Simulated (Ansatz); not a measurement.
```yaml
crystal:
  lattice:
    - [24.00000, 0.00000, 0.00000]
    - [0.00000, 24.50000, 0.00000]
    - [0.00000, 0.00000, 7.03932]
  atoms:
    - { symbol: Ge, position: [0.27167, 0.48004, 0.68017] }
    - { symbol: Ge, position: [0.29420, 0.51188, 0.00210] }
    - { symbol: Ge, position: [0.29554, 0.65175, 0.49540] }
    - { symbol: Ge, position: [0.30733, 0.66589, 0.83794] }
    - { symbol: Ge, position: [0.33796, 0.43546, 0.17123] }
    - { symbol: Ge, position: [0.35801, 0.46083, 0.50355] }
    - { symbol: Ge, position: [0.35738, 0.59138, 0.00042] }
    - { symbol: Ge, position: [0.38007, 0.61861, 0.33291] }
    - { symbol: Ge, position: [0.40345, 0.38416, 0.66940] }
    - { symbol: Ge, position: [0.42408, 0.40892, 0.00293] }
    - { symbol: Ge, position: [0.42279, 0.53958, 0.50032] }
    - { symbol: Ge, position: [0.44497, 0.56619, 0.83302] }
    - { symbol: Ge, position: [0.44696, 0.69515, 0.33123] }
    - { symbol: Ge, position: [0.46785, 0.33156, 0.17123] }
    - { symbol: Ge, position: [0.47430, 0.72314, 0.65316] }
    - { symbol: Ge, position: [0.48922, 0.35589, 0.50355] }
    - { symbol: Ge, position: [0.48940, 0.48728, 0.99941] }
    - { symbol: Ge, position: [0.51060, 0.51272, 0.33392] }
    - { symbol: Ge, position: [0.51078, 0.64411, 0.82979] }
    - { symbol: Ge, position: [0.52570, 0.27686, 0.68017] }
    - { symbol: Ge, position: [0.53215, 0.66844, 0.16210] }
    - { symbol: Ge, position: [0.55304, 0.30485, 0.00210] }
    - { symbol: Ge, position: [0.55503, 0.43381, 0.50032] }
    - { symbol: Ge, position: [0.57721, 0.46042, 0.83301] }
    - { symbol: Ge, position: [0.57592, 0.59108, 0.33040] }
    - { symbol: Ge, position: [0.59655, 0.61584, 0.66393] }
    - { symbol: Ge, position: [0.61993, 0.38139, 0.00042] }
    - { symbol: Ge, position: [0.64262, 0.40862, 0.33291] }
    - { symbol: Ge, position: [0.64199, 0.53917, 0.82979] }
    - { symbol: Ge, position: [0.66204, 0.56454, 0.16210] }
    - { symbol: Ge, position: [0.69267, 0.33411, 0.49540] }
    - { symbol: Ge, position: [0.70446, 0.34825, 0.83793] }
    - { symbol: Ge, position: [0.70580, 0.48812, 0.33124] }
    - { symbol: Ge, position: [0.72833, 0.51996, 0.65317] }
    - { symbol: H, position: [0.23436, 0.52139, 0.57338] }
    - { symbol: H, position: [0.23855, 0.42595, 0.69648] }
    - { symbol: H, position: [0.23956, 0.52857, 0.10590] }
    - { symbol: H, position: [0.24711, 0.61120, 0.46320] }
    - { symbol: H, position: [0.27839, 0.70658, 0.40253] }
    - { symbol: H, position: [0.24906, 0.67139, 0.93081] }
    - { symbol: H, position: [0.33820, 0.72048, 0.87014] }
    - { symbol: H, position: [0.29755, 0.38572, 0.16937] }
    - { symbol: H, position: [0.36238, 0.33489, 0.66881] }
    - { symbol: H, position: [0.41933, 0.74426, 0.22743] }
    - { symbol: H, position: [0.42619, 0.28283, 0.16937] }
    - { symbol: H, position: [0.52178, 0.76575, 0.63685] }
    - { symbol: H, position: [0.42548, 0.75068, 0.75995] }
    - { symbol: H, position: [0.57452, 0.24932, 0.57339] }
    - { symbol: H, position: [0.47822, 0.23425, 0.69648] }
    - { symbol: H, position: [0.57381, 0.71717, 0.16396] }
    - { symbol: H, position: [0.58067, 0.25574, 0.10590] }
    - { symbol: H, position: [0.63762, 0.66511, 0.66452] }
    - { symbol: H, position: [0.70245, 0.61428, 0.16396] }
    - { symbol: H, position: [0.66180, 0.27952, 0.46320] }
    - { symbol: H, position: [0.75094, 0.32861, 0.40253] }
    - { symbol: H, position: [0.72161, 0.29342, 0.93081] }
    - { symbol: H, position: [0.75289, 0.38880, 0.87013] }
    - { symbol: H, position: [0.76044, 0.47143, 0.22743] }
    - { symbol: H, position: [0.76145, 0.57405, 0.63685] }
    - { symbol: H, position: [0.76564, 0.47861, 0.75995] }
```

Levels: PBE (plane waves to 420 eV, PAW; Ansatz, a quantum-chemistry and plane-wave program); PBE with spin-orbit coupling run with Ansatz. Unmarked values and the geometry are of the first. Mesh 1×1×6. No spin polarisation. It repeats along c; a and b span vacuum. A model structure. Symmetry and one short period hold its shape; lower forms weren't sought. Values not marked SOC lack spin–orbit coupling. Buckling under compression is shut out by symmetry and the short period.

**Question.** Say what this body is, and give its properties.

**Answer.** H-capped Ge nanowire along [112], 34 atoms a period besides the caps. An idealised model, cut from the bulk lattice.
| Property | Result |
|---|---|
| largest distance between nuclei across the axis | 14.68 Å |
| energy over the bulk Ge and H2 molecule | +168 meV per atom other than the caps |
| PBE gap | 1.58 eV, direct at Γ |
| electron mass along the axis (PBE) | 0.19 mₑ |
| hole mass along the axis (PBE) | 0.21 mₑ |
| valence and conduction edges under the vacuum level (PBE) | 4.88 and 3.29 eV |
| PBE+SOC gap at this geometry | 1.57 eV |
| axial stiffness dF/dε | 106 nN |
